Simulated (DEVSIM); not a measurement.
System: Ni/SiO2/p-Si capacitor, at 350 K.

Layer 1 from the left is SiO2, thickness (nm) 51.0. Layer 2 from the left is Si, thickness (nm) 5200, Na (cm⁻³) 1.2e16.

Metal gate on the left, work function 5.1 eV. Fixed charge at the semiconductor interface 0 cm⁻² (in units of +e); interface traps 2.7e12 cm⁻² eV⁻¹, uniform in energy, neutral level at 0.5 of the gap above the valence band.

Constants are typed, rounded textbook-type inputs, not results; the design itself was drawn at random and stands for no fabricated device. Values at 300 K; Nc and Nv go as T^1.5, mobilities as T to minus their exponent, the gap by Varshni's rule with the affinity fixed.

SiO2: gap (eV) 9, affinity (eV) 0.9, permittivity 3.9. Si: gap (eV) 1.124, affinity (eV) 4.05, permittivity 11.7, Nc (cm⁻³) 2.86e19, Nv (cm⁻³) 3.1e19, Varshni α (eV/K) 0.000473, Varshni β (K) 636.

Model (solved in DEVSIM): 1D Poisson equation in equilibrium, Boltzmann statistics, complete ionisation; no quantum confinement or tunnelling. Metal contacts follow the ideal Schottky-Mott rule: no Fermi-level pinning, no interface dipoles.

Question: What does the simulation give for the minimum of the low-frequency capacitance, the flat-band voltage?

Answer: minimum of the low-frequency capacitance 0.0593 μF/cm²; flat-band voltage -1.81 V.
